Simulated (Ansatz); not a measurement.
The structure below was relaxed with plane-wave PAW DFT at the PBEsol level (Ansatz, a quantum-chemistry and plane-wave program, 420 eV), without spin-orbit coupling, at pressure 10 GPa.

```xyz
8
Lattice="4.6339 0.0000 0.0000 0.0000 4.6339 0.0000 0.0000 0.0000 4.6339" Properties=species:S:1:pos:R:3 pbc="T T T"
V      2.3170     1.1585     0.0000
V      2.3170     3.4754     0.0000
V      1.1585     0.0000     2.3170
V      3.4754     0.0000     2.3170
V      0.0000     2.3170     1.1585
V      0.0000     2.3170     3.4754
Ge     2.3170     2.3170     2.3170
Ge     0.0000     0.0000     0.0000
```

### Question
Find the space group and the Wyckoff positions.

### Answer
Space group Pm-3n (No. 223); a = b = c = 4.6339 Å, α = β = γ = 90.00°

```
atom  site  symmetry       x       y       z
----  ----  --------  ------  ------  ------
V       6c     -4m.2  0.0000  0.5000  0.2500
Ge      2a      m-3.  0.0000  0.0000  0.0000
```

### Question
Describe the coordination.

### Answer
The crystal has 8 atoms in its conventional cell. Conventional cell: a = 4.6339 Å, b = 4.6339 Å, c = 4.6339 Å, α = 90.00°, β = 90.00°, γ = 90.00°. V sees 2 V at 2.317 Å and 8 V at 2.838 Å and 4 Ge at 2.590 Å. Ge sees 12 V at 2.590 Å. (Neighbours: up to the widest gap in distance over summed covalent radii, below 1.35, at either atom; cation-cation and far metal-metal contacts left out.)

Load acts through the strain it causes; cell and atoms are relaxed under it. No phonon test of stability was made. Competing high-pressure phases were not computed. The final runs are not spin-polarised. The cell was made from V3Ge in the A15 (Cr3Si type) structure (space group Pm-3n, No. 223) by this change: pressure 10 GPa.
